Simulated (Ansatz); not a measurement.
Results of r²SCAN (Ansatz, a program for electronic structure, PAW) for BBi (model structure, started from the wurtzite type, P6₃mc, No. 186, 4 atoms in the cell).

Input file:

Ansatz 0.2 input:
```yaml
crystal:
  lattice:
    - [3.8654013214, 0.0, 0.0]
    - [-1.9327006607, 3.3475357402, 0.0]
    - [0.0, 0.0, 6.3770381706]
  atoms:
    - { symbol: B, position: [0.6666666667, 0.3333333333, -0.0001194108] }
    - { symbol: B, position: [0.3333333333, 0.6666666667, 0.4998805892] }
    - { symbol: Bi, position: [0.6666666667, 0.3333333333, 0.6253194108] }
    - { symbol: Bi, position: [0.3333333333, 0.6666666667, 0.1253194108] }
basis:
  ecutwfc: 560
  ecutrho_ratio: 4
  xc_grid: 3
kpoints:
  mp_grid: { grid: [18, 18, 10] }
  band_path:
    path:
      - [0.0, 0.0, 0.0]
      - [0.055556, 0.0, 0.0]
      - [0.111111, 0.0, 0.0]
      - [0.166667, 0.0, 0.0]
      - [0.222222, 0.0, 0.0]
      - [0.277778, 0.0, 0.0]
      - [0.333333, 0.0, 0.0]
      - [0.388889, 0.0, 0.0]
      - [0.444444, 0.0, 0.0]
      - [0.5, 0.0, 0.0]
      - [0.466667, 0.066667, 0.0]
      - [0.433333, 0.133333, 0.0]
      - [0.4, 0.2, 0.0]
      - [0.366667, 0.266667, 0.0]
      - [0.333333, 0.333333, 0.0]
      - [0.30303, 0.30303, 0.0]
      - [0.272727, 0.272727, 0.0]
      - [0.242424, 0.242424, 0.0]
      - [0.212121, 0.212121, 0.0]
      - [0.181818, 0.181818, 0.0]
      - [0.151515, 0.151515, 0.0]
      - [0.121212, 0.121212, 0.0]
      - [0.090909, 0.090909, 0.0]
      - [0.060606, 0.060606, 0.0]
      - [0.030303, 0.030303, 0.0]
      - [0.0, 0.0, 0.125]
      - [0.0, 0.0, 0.25]
      - [0.0, 0.0, 0.375]
      - [0.0, 0.0, 0.5]
      - [0.055556, 0.0, 0.5]
      - [0.111111, 0.0, 0.5]
      - [0.166667, 0.0, 0.5]
      - [0.222222, 0.0, 0.5]
      - [0.277778, 0.0, 0.5]
      - [0.333333, 0.0, 0.5]
      - [0.388889, 0.0, 0.5]
      - [0.444444, 0.0, 0.5]
      - [0.5, 0.0, 0.5]
      - [0.466667, 0.066667, 0.5]
      - [0.433333, 0.133333, 0.5]
      - [0.4, 0.2, 0.5]
      - [0.366667, 0.266667, 0.5]
      - [0.333333, 0.333333, 0.5]
      - [0.30303, 0.30303, 0.5]
      - [0.272727, 0.272727, 0.5]
      - [0.242424, 0.242424, 0.5]
      - [0.212121, 0.212121, 0.5]
      - [0.181818, 0.181818, 0.5]
      - [0.151515, 0.151515, 0.5]
      - [0.121212, 0.121212, 0.5]
      - [0.090909, 0.090909, 0.5]
      - [0.060606, 0.060606, 0.5]
      - [0.030303, 0.030303, 0.5]
      - [0.5, 0.0, 0.375]
      - [0.5, 0.0, 0.25]
      - [0.5, 0.0, 0.125]
      - [0.333333, 0.333333, 0.375]
      - [0.333333, 0.333333, 0.25]
      - [0.333333, 0.333333, 0.125]
    npoints: 1
hamiltonian:
  xc: r2scan
  dispersion: none
  pseudopotentials: { kind: paw }
scf:
  occupations: { method: fermi_dirac, width: 0.05 }
  convergence: { dr2_threshold: 0.0000000004 }
output:
  forces: true
  stress: true
  eigenvalues: true
  write_bands: true
```

The run printed, among other lines:

```
Crystal: 4 atoms, lattice volume = 82.516 Å³
Basis set: ecut = 560 eV, 2539 PW (Γ), exchange–correlation on 90×90×150 points (27 copies of the dense FFT grid, shifted against one another)
Bands: 22, of which v1, the nominal top of the filled ones, is band 18 counted from 1 (17 counted from 0)
Symmetry: 12 space group operations
Space group: P63mc (ITA 186), of the structure as read, at distance tolerance 4.4e-5 Å
k-points: 222 of 3240 (time reversal used)
Functional: x = r2scan, c = r2scan; τ floored in thin density (d = 2e-4 eV/Å³)
SCF iter   1: F=—  HF=-25132.101069 eV  |F-HF|=—  |Δ(HF+E_count)|=         —  Δρ=6.07e-3  dr2=3.86e-2  dr2_τ=1.15e-1
SCF iter   2: F=—  HF=-25132.132604 eV  |F-HF|=—  |Δ(HF+E_count)|=   3.15e-2  Δρ=2.42e-3  dr2=3.26e-3  dr2_τ=2.21e-4
  ...
SCF iter   6: F=—  HF=-25132.133223 eV  |F-HF|=—  |Δ(HF+E_count)|=   8.48e-7  Δρ=3.06e-6  dr2=5.60e-9  dr2_τ=2.50e-10
SCF iter   7: F=-25132.133223 eV  HF=-25132.133223 eV  |F-HF|=5.09e-11  |Δ(HF+E_count)|=   4.96e-9  Δρ=6.52e-7  dr2=3.67e-10  dr2_τ=1.51e-11
SCF 1 converged in 7 iterations: F = -25132.133223 eV  dr2 = 3.67e-10
SCF converged after 7 iterations
Free energy (F): -25132.133223 eV
Internal energy: -25132.133116 eV  (E = F + TS)
E sigma→0 (E₀):  -25132.133170 eV
Fermi energy:    10.778126 eV
--- Forces (eV/Å), atoms counted from 1 ---
  atom   1  B     -0.00000000     0.00000000    -0.00001212
  atom   2  B      0.00000000    -0.00000000    -0.00001212
  atom   3  Bi     0.00000000     0.00000000     0.00003293
  atom   4  Bi     0.00000000    -0.00000000     0.00003293
--- Stress (GPa, compression-positive) ---
       -0.001082       0.000000       0.000000
        0.000000      -0.001082      -0.000000
        0.000000       0.000000      -0.001726
  P = ⅓ Tr σ = -0.0013 GPa (-0.013 kbar)
```

The PAW data were made under PBE.

Note: the relaxation could raise the start's symmetry but not lower it, so the cell can be a saddle point.

Computing time: roughly 80 core-seconds.

A model structure was made by putting elements into a prototype or built by hand; it is no filed structure, need not be a known phase, and can be a saddle point held by its symmetry.
